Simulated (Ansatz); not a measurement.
The parent structure is BN in the rock salt structure (space group Fm-3m, No. 225; a = 3.483 Å; a hypothetical phase, not in the database extracts checked).

Computed with PBEsol (Ansatz, an electronic-structure program, PAW, no SOC).

Strains are applied to the cell and any free atomic positions relax.

One change was made to it. Results:

| quantity | base | after |
|---|---|---|
| pressure | 0.0 kbar | 846.5 kbar |
| energy relative to the base (free energy F) | 0 meV/atom | +179 meV/atom |

Which of these changes matches the shifts?
(A) isotropic strain +2.47 %
(B) isotropic strain −5.11 %
(C) isotropic strain −3.04 %

B, isotropic strain −5.11 %. For comparison, the energy relative to the base in the other runs: isotropic strain −3.04 % gives +60 meV/atom; isotropic strain +2.47 % gives +34 meV/atom.

Whether these cells are dynamically stable was not tested.
